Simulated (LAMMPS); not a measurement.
MD of Au (fcc) at zero pressure, 2048 atoms, as a liquid; each row is its own run.

Model: classical MD, pair style meam, file library.meam (library.meam-Au), run in LAMMPS.

```csv
T (K),volume (Å³/atom)
740,17.509
940,17.831
1070,18.081
1200,18.338
1470,18.957
1670,19.462
1740,19.686
1870,20.073
```

### Question
Fit a straight line, y = a + b x, to these rows (x is the first column, y the second) and predict the run at x = 1340.

### Answer
Least squares gives a = 15.693 and b = 0.002279. At x = 1340 the fit predicts 18.748 Å³/atom. The run itself gave 18.65 ± 0.01 Å³/atom, so the fit is 0.51 % high.

Caution (row 740): enthalpy drifts during the constant-pressure average: a transition or slow ageing; fluctuation values are void.

Caution: the potential MEAM library.meam-Au is a first-neighbour MEAM set with a 4 Å cutoff, used here without a parameter file and away from the static properties it was fitted to.

Caution (rows 740; 940; 1070): this liquid lies under the melting point of about 1130 K that MEAM library.meam-Au gives, so it is undercooled.
